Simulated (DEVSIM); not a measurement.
Device: TaN/SiO2/n-Si capacitor, at 300 K.

Layer 1 from the left is SiO2, thickness (nm) 1.60. Layer 2 from the left is Si, thickness (nm) 8100, Nd (cm⁻³) 5e15.

Metal gate on the left, work function 4.4 eV. Fixed charge at the semiconductor interface 5.6e10 cm⁻² (in units of +e); no interface traps.

This is a model device: material constants are rounded textbook-type values typed into the input, and sizes, dopings and lifetimes were drawn at random. Values at 300 K.

SiO2: gap (eV) 9, affinity (eV) 0.9, permittivity 3.9. Si: gap (eV) 1.124, affinity (eV) 4.05, permittivity 11.7, Nc (cm⁻³) 2.86e19, Nv (cm⁻³) 3.1e19.

**Question.** Estimate by hand the flat-band voltage, the threshold voltage, and compare with a numerical solution.

**Answer.** 
- Flat-band voltage: C = 2.16 μF/cm², work-function difference 0.126 V; VFB = φms − qNf/C = 0.12 V; numerical 0.12 V.
- Threshold voltage: φF = 0.337 V, depletion charge √(4εqNφF) = 3.35e-8 C/cm²; VT = VFB − 2φF − Qd/C = -0.57 V; numerical -0.57 V.

DEVSIM, 1D Poisson equation in equilibrium, Boltzmann statistics, complete ionisation; no quantum confinement or tunnelling. Metal contacts follow the ideal Schottky-Mott rule: no Fermi-level pinning, no interface dipoles.
